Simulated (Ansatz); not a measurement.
The parent structure is SnO2 in the rutile structure (space group P4_2/mnm, No. 136; a = 4.769 Å, c = 3.211 Å).

Now apply this change: every lattice vector is shortened by 1.53 %, atoms relaxed at fixed cell.

Levels (all Ansatz, an electronic-structure program, PAW, earlier PAW set): PBEsol (420 eV, no spin-orbit coupling); r2SCAN (500 eV, scalar-relativistic without spin-orbit coupling).

The geometry is relaxed with PBEsol.

- PBEsol pressure: 10.11 GPa
- PBEsol band gap: 1.44 eV
- PBEsol gap character: direct at Γ

Task: What does r2SCAN give at this geometry for the pressure, band gap and gap character?

Result: The pressure falls by 1.20 GPa (10.11 GPa → 8.91 GPa); the band gap increases by 0.81 eV to 2.25 eV; the gap character stays direct at Γ.

Single points use the geometry relaxed with PBEsol. Their cutoffs differ, which shifts pressures a little. The cells carry an imposed strain or load. Stability against distortions was not tested.
